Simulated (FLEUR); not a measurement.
Convergence study of the basis cutoff for Ag (Im-3m, 1 atom in the cell)

```
Ag
1.0
   -1.66393     1.66393     1.66393
    1.66393    -1.66393     1.66393
    1.66393     1.66393    -1.66393
Ag
1
Direct
  0.00000   0.00000   0.00000
```

Computed with LDA (Perdew-Zunger), all-electron FLAPW (FLEUR), scalar-relativistic valence in FLEUR.

Base settings: Kmax = 4.5 1/bohr; GmaxXC = 22.5 1/bohr; xcFunctional = pz; jspins = 1; l_soc = F; mode = hist; fermiSmearingEnergy = 0.00367493 Htr; mesh (inpgen div1-3) = 5 5 5; inpgen gamma flag = false; Gmax = 22.5 1/bohr.

Moved along: Gmax, GmaxXC.

The second cell is the first with its lattice scaled by 0.98.

The mesh stays at the base's, so the ladder's end is converged at best in this setting alone.

Only quantities that move along the ladder and can be compared are tabulated.

The starting cell comes from a database of computed structures (which also holds hypothetical and non-ambient phases and stackings), without a prior relaxation at this level. Its lattice was rescaled by up to half a per cent. Values depend on the basis (sphere radii, cutoffs, local orbitals), which need not be converged.

```csv
Kmax,free energy less the last step's (meV/atom),energy of the compressed cell less the first (meV/atom)
2.66 1/bohr,1151.22,-192.76
2.85 1/bohr,583.30,-108.82
3.02 1/bohr,309.68,-95.01
3.18 1/bohr,164.82,-78.52
3.34 1/bohr,82.23,-72.61
3.49 1/bohr,49.15,-76.42
3.76 1/bohr,15.39,-72.94
4.02 1/bohr,5.24,-72.72
4.27 1/bohr,1.84,-72.76
4.5 1/bohr,0.72,-72.71
4.72 1/bohr,0.34,-72.72
4.93 1/bohr,0.17,-72.71
5.23 1/bohr,0.08,-72.73
5.51 1/bohr,0.04,-72.74
5.95 1/bohr,0.00,-72.77
```

Coarsest Kmax that holds the free energy within 1 meV/atom of the last step, with all finer ones: 4.5 1/bohr; the step before is off by 1.8 meV/atom.

Coarsest Kmax that holds the energy of the compressed cell less the first within 1 meV/atom of the last step, with all finer ones: 3.76 1/bohr; the step before is off by 3.7 meV/atom.

The energy difference between the two cells stays within 1 meV/atom of the last step's from 3.76 1/bohr on, the total only from 4.5 1/bohr on: much of the error is common to both cells and cancels.
